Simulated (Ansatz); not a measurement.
Effect of x(Cu) = 0.375, 8 atoms, Pmm2 on Zn

Take Zn in the hcp (Mg type) structure (space group P6_3/mmc, No. 194; a = 2.6468 Å, c = 4.6794 Å) as the base.

The other end (x = 1) is Cu in the hcp (Mg type) structure (space group P6_3/mmc, No. 194; a model cell, its experimental status unchecked): 11.45 Å³/atom, gap zero; this end may not be an ambient phase.

It is then changed as follows: a fraction x = 0.375 of the Zn sites is given to Cu, ordered in a cell of 8 atoms (starting symmetry Pmm2) and fully relaxed.

Method: plane-wave PAW DFT at the r2SCAN level (Ansatz, a quantum-chemistry and plane-wave program, 500 eV), spin-orbit coupling left out. Γ-centred 17×11×5 mesh, Fermi–Dirac width 0.05 eV, for the changed cell.

The density rises by 0.64 g/cm³, from 7.65 g/cm³ to 8.29 g/cm³ and the shortest interatomic distance drops by 0.126 Å to 2.521 Å. The band gap remains zero and the mixing energy amounts to -0.05 eV/atom (to 0.01 eV only: unlike meshes or grids) (against an end that may be hypothetical). The deviation of the volume from the linear (Vegard-type) interpolation amounts to -1.6 %.

Each cell is one ordered arrangement of few atoms, which overstates ordering effects compared with a random alloy. No phonon test of stability was made. The final runs are not spin-polarised. This is not the structure that Cu has at room temperature and ambient pressure.
